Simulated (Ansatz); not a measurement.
Worked example: self-consistent single point of W (Im-3m, 1 atom in the cell) in Ansatz (a quantum-chemistry and plane-wave program).

Method of the run: PBE (plane waves, PAW; Ansatz).

The change in words: lattice scaled by 0.98; basis.ecutwfc: 30.9 Ry → 41.5 Ry. Reference geometry:
```
CELL_PARAMETERS angstrom
     -1.57210     1.57210     1.57210
      1.57210    -1.57210     1.57210
      1.57210     1.57210    -1.57210
ATOMIC_POSITIONS crystal
  W  0.00000 0.00000 0.00000
```

Reference input (self-consistent single point, DFT, PBE, plane waves, default PAW files): basis.ecutwfc = 30.9 Ry; kpoints.mp_grid.grid = 15 15 15; hamiltonian.xc = pbe; hamiltonian.pseudopotentials = {kind: paw} (the program's default PAW files); scf.occupations.method = fermi_dirac; scf.occupations.width = 0.0073 Ry. This run's input differs from it in these lines:

Ansatz 0.2 input:
```diff
@@ -2,5 +2,5 @@
   lattice:
-    - [-1.57210000, 1.57210000, 1.57210000]
-    - [1.57210000, -1.57210000, 1.57210000]
-    - [1.57210000, 1.57210000, -1.57210000]
+    - [-1.54065800, 1.54065800, 1.54065800]
+    - [1.54065800, -1.54065800, 1.54065800]
+    - [1.54065800, 1.54065800, -1.54065800]
   atoms:
@@ -8,3 +8,3 @@
 basis:
-  ecutwfc: 30.9 Ry
+  ecutwfc: 41.5 Ry
 kpoints:
```

The program printed (abridged):

```
SCF iter   1: F=—  HF=-10384.670998 eV  |F-HF|=—  |Δ(HF+E_count)|=         —  Δρ=2.01e-3  dr2=1.34e-4  ethr=1.77e-3  ⟨swp⟩=5.0  Hψ=7147  notcnv=0
all-band conjugate gradients solve this SCF's bands
preconditioner: auto → none
SCF iter   2: F=—  HF=-10384.670863 eV  |F-HF|=—  |Δ(HF+E_count)|=   1.36e-4  Δρ=1.04e-3  dr2=3.76e-5  ethr=9.57e-7  ⟨swp⟩=2.4  Hψ=3061  notcnv=0
SCF iter   3: F=—  HF=-10384.670898 eV  |F-HF|=—  |Δ(HF+E_count)|=   3.55e-5  Δρ=2.91e-4  dr2=1.04e-5  ethr=2.68e-7  ⟨swp⟩=2.0  Hψ=2134  notcnv=0
SCF iter   4: F=—  HF=-10384.670895 eV  |F-HF|=—  |Δ(HF+E_count)|=   3.73e-6  Δρ=1.55e-4  dr2=2.93e-6  ethr=7.41e-8  ⟨swp⟩=2.0  Hψ=1919  notcnv=0
SCF iter   5: F=—  HF=-10384.670893 eV  |F-HF|=—  |Δ(HF+E_count)|=   1.36e-6  Δρ=4.08e-5  dr2=1.85e-7  ethr=2.09e-8  ⟨swp⟩=2.0  Hψ=2088  notcnv=0
SCF iter   6: F=-10384.670893 eV  HF=-10384.670893 eV  |F-HF|=3.12e-8  |Δ(HF+E_count)|=   6.28e-8  Δρ=1.81e-5  dr2=3.81e-8  ethr=7.14e-10  ⟨swp⟩=4.7  Hψ=5077  notcnv=0
SCF 1 converged in 6 iterations: F = -10384.670893 eV  dr2 = 3.81e-8
Free energy (F): -10384.670893 eV
Internal energy: -10384.655300 eV  (E = F + TS)
E sigma→0 (E₀):  -10384.663096 eV
Entropy (-TS):   -0.015594 eV (-15.594 meV/atom)
Fermi energy:    24.756207 eV
--- Forces (eV/Å), atoms counted from 1 ---
  atom   1  W     -0.00000000     0.00000000     0.00000000
--- Stress (GPa, compression-positive) ---
       36.494845       0.000000      -0.000000
        0.000000      36.494845       0.000000
        0.000000      -0.000000      36.494845
  P = ⅓ Tr σ = 36.4948 GPa (364.948 kbar)
  The stress holds the Pulay correction. Without it, at fixed plane waves, as pw.x and ABINIT print it: P = 36.4886 GPa
```

The run converged in 6 iterations. Against the reference run the free energy rises by 135 meV/atom and the pressure goes from 12.41 to 36.49 GPa.

The starting cell has typed, rounded lattice constants, without a prior relaxation at this level. Its lattice was rescaled by up to half a per cent. For this run, on top of that: lattice scaled by 0.98. Spin polarisation is off. Ansatz's pressure includes its estimate of the finite-basis (Pulay) stress.
